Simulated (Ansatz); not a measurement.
A computed series for TiAl: response to strain

The parent structure is TiAl (space group P4/mmm, No. 123; relaxed with 0.1 eV smearing).

```
CELL_PARAMETERS angstrom
      2.76616     0.00000     0.00000
      0.00000     2.76616     0.00000
      0.00000     0.00000     4.00209
ATOMIC_POSITIONS crystal
  Ti 0.00000 0.00000 0.00000
  Al 0.50000 0.50000 0.50000
```

Strains are applied to the cell and any free atomic positions relax.

All numbers come from LDA (Ansatz, a first-principles code, PAW, scalar-relativistic without spin-orbit coupling).

Notes on the quantities. pressure: mean of the normal stresses, compression positive.

```
isotropic strain (%)  pressure (GPa)
--------------------  --------------
-2.5                            11.1
-1.5                             6.3
-1                               4.1
-0.5                             2.0
0                                0.0
0.5                                ?
1                               -3.6
1.5                             -5.2
2                               -6.7
```

Q: Fit P = P₀ − Bδ + Cδ² with δ = (1 + ε)³ − 1 to the rows shown and predict the withheld row.

A: Least squares on the printed values gives P₀ = 0.0 GPa, B = 129 GPa (at held cell shape), C = 315 GPa (largest residual 0.0 GPa); this predicts -1.9 GPa, and the run gives -1.8 GPa, in agreement.

Stability against distortions was not tested. All final runs are without spin polarisation.
